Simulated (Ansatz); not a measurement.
Start from GaSb in the zinc blende structure (space group F-43m, No. 216; a = 6.2134 Å).

The values are results of Ansatz (an electronic-structure program), PBE, PAW, cutoff 420 eV, scalar-relativistic without spin-orbit coupling, not measurements.

Before the change:

```
Item               Result
---------------  --------
Volume per atom  29.99 Å³
```

Now apply this change: a hydrostatic pressure of 15 GPa.

Q: Estimate the effect on the valley order.

A: The valley order (the lowest conduction-band minima on the path, energy above the VBM, named in the base's zone) is a point along ⟨100⟩, about 0.9 Å⁻¹ from Γ 0.61 eV; L along ⟨111⟩ 0.77 eV; Γ 1.23 eV.

Q: Estimate the effect on the volume per atom.

A: The volume per atom shrinks by 5.565 Å³ (29.99 Å³ → 24.42 Å³).

Spin-orbit coupling, missing from the scalar runs, can matter with Sb. The levels and masses belong to the bands next to the band gap. Load acts through the strain it causes; cell and atoms are relaxed under it. Whether these cells are dynamically stable was not tested. Tetrahedral semiconductors of this kind turn to denser phases somewhere between about 1 and 50 GPa; those were not computed, so compressed cells here can lie past the real transition. The final runs are not spin-polarised.
